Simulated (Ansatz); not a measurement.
A working Ansatz (a program for electronic structure) input for CsSiBiS₄ (P1, 28 atoms in the cell) (DFT, LDA (PW92), plane waves, default PAW files made with PBE):

Ansatz 0.2 input:
```yaml
crystal:
  lattice:
    - [9.33510000, 0.00000000, 0.00000000]
    - [0.00000000, 6.93130000, 0.00000000]
    - [-4.19130700, 0.00000000, 12.10650600]
  atoms:
    - { symbol: Cs, position: [0.57392000, 0.26373600, 0.39605400] }
    - { symbol: Cs, position: [0.42873600, 0.75967100, 0.10609500] }
    - { symbol: Cs, position: [0.42489700, 0.74288800, 0.60092400] }
    - { symbol: Cs, position: [0.57444600, 0.23822900, 0.89779900] }
    - { symbol: Bi, position: [0.05169800, 0.15227100, 0.36519400] }
    - { symbol: Bi, position: [0.94213700, 0.65275200, 0.13218700] }
    - { symbol: Bi, position: [0.94164000, 0.84411200, 0.63002100] }
    - { symbol: Bi, position: [0.04697800, 0.34214800, 0.86540400] }
    - { symbol: Si, position: [0.18263100, 0.26541800, 0.15642200] }
    - { symbol: Si, position: [0.81964500, 0.76443700, 0.34407600] }
    - { symbol: Si, position: [0.82078300, 0.73680600, 0.84564900] }
    - { symbol: Si, position: [0.18390000, 0.23443800, 0.65420600] }
    - { symbol: S, position: [0.05867100, 0.79242900, 0.44163300] }
    - { symbol: S, position: [0.94344700, 0.29156500, 0.05990200] }
    - { symbol: S, position: [0.94710600, 0.20975100, 0.56100400] }
    - { symbol: S, position: [0.05277100, 0.70799500, 0.93751100] }
    - { symbol: S, position: [0.21389000, 0.00517600, 0.24611200] }
    - { symbol: S, position: [0.78960900, 0.50388900, 0.25608800] }
    - { symbol: S, position: [0.78656400, 0.99445700, 0.75646300] }
    - { symbol: S, position: [0.21244300, 0.49137600, 0.74703900] }
    - { symbol: S, position: [0.21890500, 0.49409300, 0.26534000] }
    - { symbol: S, position: [0.77958100, 0.99500100, 0.23422700] }
    - { symbol: S, position: [0.77737500, 0.50647700, 0.73450500] }
    - { symbol: S, position: [0.22316500, 0.00652200, 0.76746000] }
    - { symbol: S, position: [0.31554700, 0.26623500, 0.05040100] }
    - { symbol: S, position: [0.68802200, 0.76644400, 0.44994900] }
    - { symbol: S, position: [0.68915400, 0.73509600, 0.95005000] }
    - { symbol: S, position: [0.31233900, 0.23659000, 0.54828500] }
kpoints:
  mp_grid: { grid: [2, 3, 2] }
hamiltonian:
  xc: lda
  pseudopotentials: { kind: paw }
scf:
  occupations: { method: cold, width: 0.0037 Ry }
output:
  forces: true
  eigenvalues: true
  stress: true
```

The run converged in 8 iterations: free energy E − TS (on the zero of these files) -86733.2645 eV; top of the valence band (on the code's own zero) 4.65 eV; gap on the k-point mesh 2.20 eV; pressure -0.70 GPa; largest force (vector length) 0.793 eV/Å. Each of these slips is then made, one at a time:

(1)
```diff
-  atoms:
+ atoms:
```

(2)
```diff
+  convergence: { dr2_threshold: 1.0e-02 eV }
```

Problem. How does each altered input end?

Solution. 
(1) Broken indentation. The program stopped before any SCF iteration.
```
Error: YAML parse error: error: line 2 column 3: crystal: missing field `atoms` (a structure is typed as `lattice` and `atoms`, a molecule's as `atoms` in Å alone, or read from a run's directory, `checkpoint`)
 --> <input>:2:3
  |
1 | crystal:
2 |   lattice:
  |   ^ crystal: missing field `atoms` (a structure is typed as `lattice` and `atoms`, a mo [...]
```

(2) A convergence threshold that is too loose. The run converged in 4 iterations, and against the sound input the free energy hardly moves (within 1 meV/atom), the pressure stays at -0.70 GPa, the largest force moves little (0.793 to 0.792 eV/Å) and the gap on the mesh hardly changes (2.201 to 2.202 eV).

The starting cell comes from a database of published, mostly measured structures (it also holds non-ambient and calculated ones), without a prior relaxation at this level. Its atoms were displaced at random from the sites of space group no. 14. Spin-orbit coupling is off. Ansatz's pressure includes its estimate of the finite-basis (Pulay) stress.

Left out of this page: 1 run of the series on a method kept out of this collection; 2 runs of the series stopped by limits of time or memory; 2 runs of the series outside the window shown, repeating another row's setting, or not comparable.
